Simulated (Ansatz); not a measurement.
Functionals compared on the (211) surface of alpha tin in its 1x1 cell, outermost plane spacing 1.36 Å in the ideal cut, in Ansatz (plane waves, PAW). The structure was relaxed with PBE; the other rows are single points on it, each with its references at the same level. Cutoff 420 eV (500 eV for r2SCAN).

Model: 16-atom slab, 9.5 Å thick at the start (thin: gaps and levels are the slab's own), 8x4x1 mesh, Fermi-Dirac 0.1 eV, dipole correction, all atoms relaxed; held to the start's symmetry, so lower structures may exist; no spin, no spin-orbit, no U. These notes are the PBE run's.

```tsv
functional	surface energy (J/m²)	work function of the top face (eV)	rough cost of the single point
PBE	0.65	4.34	–
LDA	0.83	4.59	very roughly 6 core-minutes
PBEsol	…	…	roughly 7 core-minutes
RPBE	0.56	4.24	about 6 core-minutes (a rough figure)
r2SCAN	0.80	4.50	around 13 core-minutes (rough)
```

Problem. Fill in the missing entries.

Solution. 
- PBEsol, surface energy (J/m²): 0.76
- PBEsol, work function of the top face (eV): 4.41

Ansatz is an electronic-structure program.
